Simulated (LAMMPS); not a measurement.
MD of Cu (fcc) at zero pressure, 2048 atoms, as a crystal; each row is its own run.

Model: classical MD, pair style meam, file library.meam (library.meam-Cu), run in LAMMPS.

```
T (K)  volume (Å³/atom)
-----  ----------------
200              11.938
300              11.954
610              11.997
810              12.027
1020             12.063
1430             12.174
```

### Question
Fit a straight line, y = a + b x, to these rows (x is the first column, y the second) and predict the run at x = 1220.

### Answer
Least squares gives a = 11.891 and b = 0.0001843. At x = 1220 the fit predicts 12.116 Å³/atom. The run itself gave 12.1062 ± 0.0006 Å³/atom, so the fit is 0.083 % high.

Caution: the potential MEAM library.meam-Cu is a first-neighbour MEAM set with a 4 Å cutoff, used here without a parameter file and away from the static properties it was fitted to.

Caution (row 1430): this crystal lies over the melting point of about 1350 K that MEAM library.meam-Cu gives, so it is superheated.
